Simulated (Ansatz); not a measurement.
Defect migration in silicon: interstitial P, charge state -1. Computed with PBE, PAW (plane waves to 420 eV; Ansatz, a program for electronic structure).

Settings: 216 host sites, the relaxed PBE lattice, one k-point at (0.250, 0.250, 0.250), smearing 0.01 eV, spin-restricted, no image-charge correction. Energies are static. The charge state is imposed; whether it is stable for some Fermi level was not computed. Sites that were not tried may lie lower.

Barriers: single points on a 2×2×2 k-point mesh shifted by half a step at the bands' geometries.

The step: P moves alone to another site. Atoms about the jump, Cartesian Å from the middle of the jump, before and after:

| atom | x0 | y0 | z0 | x1 | y1 | z1 |
|---|---|---|---|---|---|---|
| P1 | 0.42 | -0.42 | 0.00 | -0.42 | 0.42 | 0.00 |
| Si2 | 0.61 | 0.59 | 1.93 | 0.59 | 0.61 | 1.93 |
| Si3 | -1.50 | -1.45 | -0.18 | -1.45 | -1.50 | -0.18 |
| Si4 | 1.75 | 1.78 | 0.24 | 1.78 | 1.75 | 0.24 |
| Si5 | -2.63 | 0.24 | -1.29 | -2.63 | 0.19 | -1.32 |
| Si6 | 0.19 | -2.63 | -1.32 | 0.24 | -2.63 | -1.29 |
| Si7 | 1.60 | -1.13 | -2.54 | 1.58 | -1.09 | -2.51 |
| Si8 | -1.09 | 1.58 | -2.51 | -1.13 | 1.60 | -2.54 |
| Si9 | 0.27 | 2.99 | -1.15 | 0.28 | 2.97 | -1.17 |
| Si10 | 2.97 | 0.28 | -1.17 | 2.99 | 0.27 | -1.15 |
| Si11 | -1.15 | 1.69 | 2.97 | -1.09 | 1.72 | 3.06 |
| Si12 | 1.72 | -1.09 | 3.06 | 1.69 | -1.15 | 2.97 |
| Si13 | 0.26 | 0.24 | -3.91 | 0.24 | 0.26 | -3.91 |

**Question.** Where do these atoms stand at the saddle point, and how high is it?

**Answer.** 
| atom | x | y | z |
|---|---|---|---|
| P1 | -0.02 | -0.02 | -0.16 |
| Si2 | 0.57 | 0.57 | 1.83 |
| Si3 | -1.58 | -1.58 | -0.17 |
| Si4 | 1.81 | 1.81 | 0.26 |
| Si5 | -2.61 | 0.19 | -1.30 |
| Si6 | 0.19 | -2.61 | -1.30 |
| Si7 | 1.59 | -1.10 | -2.50 |
| Si8 | -1.10 | 1.59 | -2.50 |
| Si9 | 0.29 | 2.97 | -1.15 |
| Si10 | 2.97 | 0.29 | -1.15 |
| Si11 | -1.11 | 1.69 | 3.00 |
| Si12 | 1.69 | -1.11 | 3.00 |
| Si13 | 0.25 | 0.25 | -3.91 |
It lies 0.085 eV above the start and 0.085 eV above the end. The program found a first-order saddle point.
